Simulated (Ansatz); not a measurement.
Cells marked so need not be the phases stable at ambient conditions, and some may be hypothetical.

By PBEsol, each system below comes out a metal.

Ballistic conductance counts the channels of both spins, as a mean over 0.1 eV about the Fermi level; spin-orbit coupling is left out.

A. Os (Fm-3m, fcc (Cu type), not sure to be the ambient phase, 1 atom a cell, 14.1 Å³ an atom, -4 GPa at this level), current normal to (111)
B. ScAl (Pm-3m, CsCl type, not sure to be the ambient phase, 2 atoms a cell, 19.1 Å³ an atom, -2 GPa at this level), current normal to (001)
C. Mg (P6_3/mmc, hcp (Mg type), 2 atoms a cell, 22.4 Å³ an atom), current normal to (001)

Problem. Put the candidates in order of ballistic conductance per area, lowest first, for Ansatz (a quantum-chemistry and plane-wave program) with PBEsol.

Solution. B (0.38 × 10¹⁵ S/m²), C (0.81 × 10¹⁵ S/m²), A (1.7 × 10¹⁵ S/m²)
